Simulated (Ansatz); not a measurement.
Single solute atoms on Ru sites of hcp Ru, each beside a vacancy: the barrier for the solute to jump into the vacancy in the basal plane, counted from the relaxed pair on adjacent sites of that sublattice. PBE (Ansatz, a first-principles code, plane waves to 420 eV, PAW), climbing-image NEB, 36 sites, 4×4×4 shifted along c, energies as single points at geometries from a coarser mesh; static nuclei, fixed cell, no finite-size correction. This jump alone does not carry the solute far: the vacancy must also move round it. All rows are spin-restricted. Spin-orbit coupling is left out.

The jump length is the distance between the solute's relaxed places before and after the jump, so it follows from relaxing the pair, without the band.

```
Row  Solute  Jump length x (Å)  Barrier y (eV)
---  ------  -----------------  --------------
1        Cu               2.68            1.07
2        Ta               2.59            1.62
3        Pt               2.66            1.92
4        Zr               2.32            0.84
5        Al               2.66            0.74
6        Nb               2.57            1.46
7        Hf               2.38               ?
```

Q: Fit a straight line of barrier against jump length to rows 1 to 6, predict row 7, and compare with the computed barrier.

A: Means: x̄ = 2.580 Å, ȳ = 1.275 eV. Sums of products of deviations: Sxx = 0.0906 Å², Sxy = 0.1030 eV Å, Syy = 1.0867 eV². Slope: Sxy/Sxx = 1.14 eV/Å; r² = Sxy²/(Sxx Syy) = 0.11; scatter about the line: √[(Syy − Sxy²/Sxx)/(6 − 2)] = 0.49 eV. Row 7: 1.275 + 1.14 × (2.38 − 2.580) ≈ 1.05 eV. The computed barrier is 0.98 eV, -0.07 eV from the line, within the scatter; the mean ȳ alone misses it by 0.29 eV.
